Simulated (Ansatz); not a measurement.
We consider antifluorite K2S, described by G0W0@HSE06 (Ansatz, a quantum-chemistry and plane-wave program, plane waves, hard PAW, contour deformation).

The same calculation (at the measured cell, 33.646 Å³/atom) with different numerical settings; throughout: k mesh 2×2×2:

```tsv
run	response cutoff (eV)	empty bands	quasiparticle gap on the mesh (eV)	quasiparticle gap at Γ (eV)	rough time
1	100	421	4.404	4.607	3 core-min
2	150	774	4.491	4.685	8 core-min
3	200	1191	4.525	4.714	10 core-min
4	250	1664	4.543	4.728	30 core-min
5	300	2188	[?]	[?]	60 core-min
```

Question: Fill in the missing entries.

Answer: 
- 5, quasiparticle gap on the mesh (eV): 4.551
- 5, quasiparticle gap at Γ (eV): 4.734

In the column quasiparticle gap on the mesh (eV) the first row differs from the last by -0.147 and the next to last by -0.008.

The last row is no converged limit: other settings stay fixed.

Note: GW on a hybrid start was not checked against another program.
